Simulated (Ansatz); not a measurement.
The reference is ZrSi2 (space group Cmcm, No. 63; a = 3.6887 Å, b = 14.8584 Å, c = 3.6668 Å).

Level of theory: Kohn–Sham DFT with the r2SCAN functional, run in Ansatz (a first-principles code) with PAW and 500 eV plane waves, no SOC.

For the base:

The band gap is zero and the pressure is 0.0 GPa.

It is then changed as follows: every lattice vector is shortened by 4.82 %; the atoms relax in the strained cell.

Q: How does this affect the energy relative to the base?

A: The energy increases by 170 meV/atom.

Q: What does the calculation give for the band gap after the change?

A: The band gap remains zero.

Q: Estimate the effect on the largest internal atomic displacement.

A: The largest internal atomic displacement comes out as 0.033 Å.

Q: Predict the new pressure.

A: The pressure (mean of the normal stresses, compression positive) goes from zero to 26.7 GPa.

Stability against distortions was not tested. All final runs are without spin polarisation.
